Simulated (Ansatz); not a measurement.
**Rutile MgH2**

The numbers are results of r²SCAN (plane waves, PAW; Ansatz, a program for electronic structure), not measurements.

Numerical settings: plane-wave cutoff 560 eV, 8×8×12 k mesh (along the axes of the cell as run), Fermi–Dirac smearing 0.01 eV, scalar-relativistic PAW data made under PBE.

Cell: relaxed at this level.

```yaml
volume_per_atom: 10.04 Å³/atom
bulk_modulus: 51.6 GPa
equilibrium_lattice_constant_a: 4.484 Å
lattice_parameter_c: 2.997 Å
band_gap: 4.38 eV (indirect)
smallest_direct_gap_on_the_k_points_sampled: 5.26 eV
"Γ–Γ gap": 5.64 eV
pressure derivative B′ of the bulk modulus: 3.6
```

Measured, for comparison: equilibrium volume per atom 10.27 Å³/atom, lattice constant a 4.517 Å, lattice parameter c 3.021 Å (temperature not stated, no zero-point or thermal correction; as tabulated in Ellinger et al., J. Am. Chem. Soc. 77, 2647 (1955) (COD 4124639)); bulk modulus 49 ± 2 GPa (room temperature, no zero-point or thermal correction, measured on MgD2; as tabulated in abstract on rutile-type MgD2 by neutron diffraction to 9.3 GPa, listed at scite). Computed (rounded) less measured: equilibrium volume per atom -2.2 %, bulk modulus +5 %, lattice constant a -0.7 %, lattice parameter c -0.8 %. A static lattice is as a rule a little smaller and stiffer than an uncorrected measurement, which narrows the difference in the bulk modulus, lattice constant a, lattice parameter c and would widen misses of the other sign.

Note: the bulk modulus comes from volumes at which shape and atoms were relaxed.

Static lattice: no zero-point or thermal effects.

Computing time: very roughly 4 core-minutes.
